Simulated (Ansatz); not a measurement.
Amorphous Si26O36C8, 70 atoms at 2.13 g/cm³, one PBE-relaxed geometry, zone centre. Methods: PBE, scalar-relativistic without spin-orbit coupling (Ansatz, a first-principles code); r2SCAN, scalar-relativistic without spin-orbit coupling (Ansatz); PBE0, scalar-relativistic without spin-orbit coupling (Ansatz). Plane waves to 420 eV (r2SCAN 500 eV); exact exchange is cut at the cell's faces. At PBE the levels at both edges of the gap are localised (band-tail or defect states), and the nearest spread-out levels lie 2.6 eV apart at the zone centre. The higher rungs were started with moments on some atoms, which died out.

It comes from a melt-quench run on a machine-learned potential (CHGNet), relaxed afterwards by DFT. O atoms were pushed apart under 1.9 Å during the dynamics, to hinder bonds among them. The hot cell started wider than the set density and was brought back towards it in steps. It is the lowest in DFT energy of 2 quenches. It is a model cell: composition and starting density were chosen by hand, and all elements were melted together. No dispersion term was used. Its density started from a set value of 2.36 and ended at 2.13 g/cm³. The simulated quench (nominally 1000 K/ps over its main leg) is rapid and tends to freeze in more defects than a deposited or slowly cooled glass has. Values belong to this one cell and scatter from quench to quench. Volume and shape were free in the relaxation.

The relaxation ran on the zone centre alone. At PBE the gap between localised states is 1.46 eV on a 2×2×2 Γ-centred mesh, and the spacing at the zone centre alone 1.51 eV.

Task: What zone-centre spacing does r2SCAN give, roughly?

Result: 1.72 eV (+0.20 eV against PBE).

Task: What zone-centre spacing does PBE0 give, roughly?

Result: 3.26 eV (+1.75 eV against PBE).

The highest filled and the lowest empty state spread over these numbers of atoms (participation numbers): PBE: 6.0 and 6.1; r2SCAN: 5.6 and 2.9; PBE0: 5.3 and 3.0.
